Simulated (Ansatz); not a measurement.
# LaN (model structure, started from the zincblende type, F-43m, No. 216, 2 atoms in the cell)

Level of theory: r²SCAN in Ansatz (PAW).

Run with plane-wave cutoff 560 eV, 10×10×10 k mesh, Fermi–Dirac smearing 0.01 eV, scalar-relativistic PAW data made under PBE.

Cell (relaxed at this level):

```cif
data_La4N4
_chemical_formula_sum 'N4 La4'
_space_group_name_H-M_alt 'F-43m'
_space_group_IT_number 216
_space_group_name_Hall 'F -4 2 3'
_cell_length_a 5.60461
_cell_length_b 5.60461
_cell_length_c 5.60461
_cell_angle_alpha 90.000
_cell_angle_beta 90.000
_cell_angle_gamma 90.000
loop_
_atom_site_label
_atom_site_type_symbol
_atom_site_symmetry_multiplicity
_atom_site_Wyckoff_symbol
_atom_site_fract_x
_atom_site_fract_y
_atom_site_fract_z
_atom_site_occupancy
N1 N 4 c 0.25000 0.25000 0.25000 1
La1 La 4 a 0.00000 0.00000 0.00000 1
```
(The calculation used a cell of 2 atoms; values per cell refer to that cell.)

```json
{
 "band_gap": "1.51 eV",
 "smallest_direct_gap_on_the_k_points_sampled": "2.51 eV",
 "Γ–Γ gap": "3.55 eV"
}
```

Note: the relaxation could raise the start's symmetry but not lower it, so the cell can be a saddle point.

Spin–orbit coupling is not included.

Static lattice: no zero-point or thermal effects.

A model structure was made by putting elements into a prototype or built by hand; it is no filed structure, need not be a known phase, and can be a saddle point held by its symmetry.

Ansatz is a quantum-chemistry and plane-wave program.
